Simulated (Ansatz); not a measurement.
The parent structure is BeS in the zinc blende structure (space group F-43m, No. 216; a = 4.838 Å).

Calculations: Kohn–Sham DFT with the PBEsol functional, run in Ansatz (a program for electronic structure) with PAW and 420 eV plane waves, no SOC.

Base values:

The hole mass is 0.33, 0.55, 0.55 mₑ (at Γ), the width of the top valence band is 3.44 eV and the electron mass is 0.80 mₑ along k, 0.28 mₑ across (at X).

Perturbation: cell and atoms relaxed at a pressure of 1.8 GPa.

### Question
What happens to the hole mass, width of the top valence band and electron mass?

### Answer
The hole mass (degenerate bands, along [100]) goes from 0.33, 0.55, 0.55 mₑ (at Γ) to 0.33, 0.53, 0.53 mₑ (at Γ); the width of the top valence band increases by 0.09 eV, from 3.44 eV to 3.53 eV; the electron mass becomes 0.79 mₑ along k, 0.28 mₑ across (at X) (base: 0.80 mₑ along k, 0.28 mₑ across (at X)).

The levels and masses belong to the bands next to the band gap. Load acts through the strain it causes; cell and atoms are relaxed under it. Effective masses come from finite differences of ±0.01 Å⁻¹. Along k means along the line from Γ to the band edge. Stability against distortions was not tested.
